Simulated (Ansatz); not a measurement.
For Sb (model structure, started from the diamond type, Fd-3m, No. 227, 2 atoms in the cell), LDA in Ansatz (plane waves, PAW) gives:

```
Quantity                              Result
------------------------------  ------------
equilibrium lattice constant a       6.814 Å
bulk modulus                        37.5 GPa
cohesive energy                 3.24 eV/atom
```

Question: What does r²SCAN in Ansatz (PAW) give for the same quantities?

Answer: 
- lattice constant a: 6.941 Å (increases by 1.9 %)
- bulk modulus: 34.0 GPa (decreases by 9.3 %)
- cohesive energy: 2.16 eV/atom (drops by 1.08 eV/atom)

Changes are worked out from the printed values.

Unless a cell is named, each level is at its own relaxed cell (LDA 39.54, r²SCAN 41.79 Å³/atom).

Levels without +SOC leave out spin–orbit coupling, which shifts energies and cells of such heavy elements.

Caveats: the bulk modulus is −V dP/dV from two relaxed cells at ±2 % in volume (LDA, r²SCAN). Ansatz's density-functional and Hartree–Fock values are scalar-relativistic unless marked +SOC, with PAW data made under PBE.

A model structure was made by putting elements into a prototype or built by hand; it is no filed structure, need not be a known phase, and can be a saddle point held by its symmetry.

Ansatz is a program for electronic structure.
